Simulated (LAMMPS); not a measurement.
MD of Cu (fcc) at zero pressure, 256 atoms, as a crystal; each row is its own run.

Level of theory: MD with a machine-learned potential, pair style snap, file Cu_Zuo_JPCA2020.snap (LAMMPS).

| T (K) | enthalpy (eV/atom) |
|---|---|
| 200 | -4.0500 |
| 300 | -4.0240 |
| 1020 | -3.8290 |
| 1220 | -3.7709 |
| 1430 | -3.7070 |
| 1630 | -3.6399 |

Q: Fit a straight line, y = a + b x, to these rows (x is the first column, y the second) and predict the run at x = 810.

A: Least squares gives a = -4.1102 and b = 0.0002829. At x = 810 the fit predicts -3.8811 eV/atom. The run itself gave -3.888 ± 0.001 eV/atom, so the fit is 6.5 meV/atom high.

Caution (rows 1020; 1220; 1430; 1630): a run this short can hold a crystal over, or a liquid under, the potential's own melting point, which these runs don't give.

Caution (rows 1430; 1630): this crystal lies over the measured melting point of 1358 K, so it is superheated or the potential melts high.
